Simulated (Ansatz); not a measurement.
The parent structure is Ge in the diamond structure (space group Fd-3m, No. 227; a = 5.674 Å). Axes: x, y, z lie along the cube axes.

Computed with r2SCAN in Ansatz (plane waves to 500 eV, PAW, spin-orbit coupling left out).

Base values:

Valley order: Γ 0.36 eV; L along ⟨111⟩ 0.44 eV; a point along ⟨100⟩, about 0.9 Å⁻¹ from Γ 0.79 eV
Pressure: 0.01 GPa
Volume per atom: 22.84 Å³

Modification: compressive biaxial strain of 0.83 % in the plane normal to [111], as in epitaxy on a mismatched substrate; the out-of-plane cell vector and the atoms relax.

**Question.** Estimate the effect on the valley order.

**Answer.** The valley order (the lowest conduction-band minima on the path, energy above the VBM, named in the base's zone) changes from Γ 0.36 eV; L along ⟨111⟩ 0.44 eV; a point along ⟨100⟩, about 0.9 Å⁻¹ from Γ 0.79 eV to L along [1-1-1] 0.41 eV; Γ 0.45 eV; L along [111] 0.57 eV; a point along [010], about 0.9 Å⁻¹ from Γ 0.74 eV.

**Question.** What does the calculation give for the pressure after the change?

**Answer.** The pressure (mean of the normal stresses, compression positive) goes up by 1.02 GPa (0.01 GPa → 1.03 GPa).

**Question.** What does the calculation give for the volume per atom after the change?

**Answer.** The volume per atom drops by 0.31 Å³ (22.84 Å³ → 22.53 Å³).

The levels and masses belong to the bands next to the band gap. Whether these cells are dynamically stable was not tested.

Ansatz is a quantum-chemistry and plane-wave program.
